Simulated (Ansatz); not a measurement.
Base system: MgTe in the wurtzite structure (space group P6_3mc, No. 186; a = 4.509 Å, c = 7.338 Å). Axes: x lies along a and z along c of the hexagonal cell.

The values are results of LDA (Ansatz, a quantum-chemistry and plane-wave program, PAW, without spin-orbit coupling), not measurements.

Strains are applied to the cell and any free atomic positions relax; under biaxial strain the out-of-plane vector relaxes too.

One change was made to it. Results:

The volume per atom increases by 0.61 Å³ to 32.91 Å³; the pressure (mean of the normal stresses, compression positive) goes from zero to -0.72 GPa.

Question: What was done to the base?
A) biaxial strain +1.20 %, plane normal [001], relaxed out of plane
B) biaxial strain +1.80 %, plane normal [001], relaxed out of plane
C) biaxial strain +0.60 %, plane normal [001], relaxed out of plane

Answer: B, biaxial strain +1.80 %, plane normal [001], relaxed out of plane. For comparison, the volume per atom in the other runs: biaxial strain +0.60 %, plane normal [001], relaxed out of plane gives 32.51 Å³; biaxial strain +1.20 %, plane normal [001], relaxed out of plane gives 32.71 Å³.

Stability against distortions was not tested.
